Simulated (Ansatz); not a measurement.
Consider Pd-vacancy pair (Pd on one host Mo site, one Mo site vacant) in bcc Mo, neutral cell. The step: direct exchange of Pd with the vacancy (Pd-vacancy distance between ideal sites 2.74 Å throughout); the atom moves 2.22 Å along (0.41, 0.41, 0.40) of the unit cell; the moving atom starts with neighbours 2 Mo at 2.71, Mo at 2.74, 3 Mo at 2.85, 2 Mo at 2.97, 2 Mo at 2.98, 2 Mo at 3.30, Mo at 3.35 Å and ends with 2 Mo at 2.71, Mo at 2.74, 3 Mo at 2.85, 2 Mo at 2.97, 2 Mo at 2.98, 2 Mo at 3.30, Mo at 3.35 Å. A PBE band in Ansatz (plane-wave PAW, a 2×2×3 k-point mesh shifted by half a step, 36 host sites, 28 SCF runs with any check of the saddle's order, static, no finite-size correction) gives a forward barrier of 0.46 eV. The saddle point's order was not checked, and it lies on a symmetry element of the cell, where a band can be held. Forms of the defect that were not tried may lie lower.

Single points at the band's start and saddle point can refine it. Rough cost of one point, in units of the band's mean SCF on the same machine:

```tsv
Level	Cost of one point
PBE, a 3×3×5 k-point mesh shifted by half a step	about 3
r2SCAN at 500 eV, a 2×2×3 k-point mesh shifted by half a step	about 2
```

### Question
Which of these move the barrier by more than 0.1 eV, and how far does each move it?

### Answer
Not one does. PBE, a 3×3×5 k-point mesh shifted by half a step: +0.08 eV; r2SCAN at 500 eV, a 2×2×3 k-point mesh shifted by half a step: +0.06 eV. Each functional is compared with PBE at the same k-points.

Ansatz is a program for electronic structure.
